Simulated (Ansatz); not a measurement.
We consider AlB2-type HfB2, described by RPBE in Ansatz (plane waves, PAW).

Run with plane-wave cutoff 520 eV, 18×18×12 k mesh (along the axes of the cell as run), Fermi–Dirac smearing 0.1 eV, perturbation theory, scalar-relativistic PAW data made under PBE.

Computed at the level's own relaxed cell.

```cif
data_B2Hf
_chemical_formula_sum 'Hf1 B2'
_space_group_name_H-M_alt 'P6/mmm'
_space_group_IT_number 191
_space_group_name_Hall '-P 6 2'
_cell_length_a 3.16259
_cell_length_b 3.16259
_cell_length_c 3.50797
_cell_angle_alpha 90.000
_cell_angle_beta 90.000
_cell_angle_gamma 120.000
loop_
_atom_site_label
_atom_site_type_symbol
_atom_site_symmetry_multiplicity
_atom_site_Wyckoff_symbol
_atom_site_fract_x
_atom_site_fract_y
_atom_site_fract_z
_atom_site_occupancy
Hf1 Hf 1 a 0.00000 0.00000 0.00000 1
B1 B 2 d 0.33333 0.66667 0.50000 1
```

Harmonic phonon frequencies (cm⁻¹; i marks an imaginary mode):

| q point | frequencies |
|---|---|
| Γ | 0 0 0 429 429 454 524 789 789 |
| M | 160 166 206 508 524 526 711 712 733 |
| K | 175 187 187 532 532 632 655 655 758 |
| A | 147 147 172 406 406 495 615 794 794 |

No imaginary mode appears at these points.

Ansatz is a quantum-chemistry and plane-wave program.
